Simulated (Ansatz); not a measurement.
**ScPd₃C (model structure, started from the Ni3MgC type, Pm-3m, No. 221, 5 atoms in the cell): lattice constant a by level of theory**

No measured value is used here.

### Question
Put these levels in order of the lattice constant a that they give for ScPd₃C (model structure, started from the Ni3MgC type, Pm-3m, No. 221, 5 atoms in the cell), smallest first: LDA (Ansatz, a program for electronic structure), PBE (Ansatz), PBEsol (Ansatz), r²SCAN (Ansatz).

### Answer
LDA (4.112 Å), PBEsol (4.147 Å), r²SCAN (4.179 Å), PBE (4.202 Å)

Cutoffs differ between the levels. Ansatz's density-functional and Hartree–Fock values are scalar-relativistic unless marked +SOC, with PAW data made under PBE.

A model structure was made by putting elements into a prototype or built by hand; it is no filed structure, need not be a known phase, and can be a saddle point held by its symmetry.
